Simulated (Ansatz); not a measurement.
The parent structure is AlN in the zinc blende structure (space group F-43m, No. 216).

```xyz
2
Lattice="0.0000 2.1889 2.1889 2.1889 0.0000 2.1889 2.1889 2.1889 0.0000" Properties=species:S:1:pos:R:3 pbc="T T T"
N      3.2833     3.2833     3.2833
Al     0.0000     0.0000     0.0000
```

Level of theory: PBEsol (Ansatz, a program for electronic structure), no spin-orbit coupling.

For the base:

```
Property                                Result
-----------------------------  ---------------
Band gap                               3.19 eV
Volume per atom                       10.49 Å³
Gap character                  indirect, Γ → X
Width of the top valence band          2.72 eV
```

Now apply this change: Ga takes the place of Al on all its sites, then cell and atoms are relaxed.

**Question.** Predict the new band gap, volume per atom, gap character and width of the top valence band.

**Answer.** The band gap shrinks by 1.49 eV (3.19 eV → 1.70 eV); the volume per atom increases by 0.89 Å³ (10.49 Å³ → 11.38 Å³); the gap character changes from indirect, Γ → X to direct at Γ; the width of the top valence band goes up by 1.007 eV, from 2.72 eV to 3.72 eV.

No phonon test of stability was made. This is not the structure that GaN has at room temperature and ambient pressure. This is not the structure that AlN has at room temperature and ambient pressure.
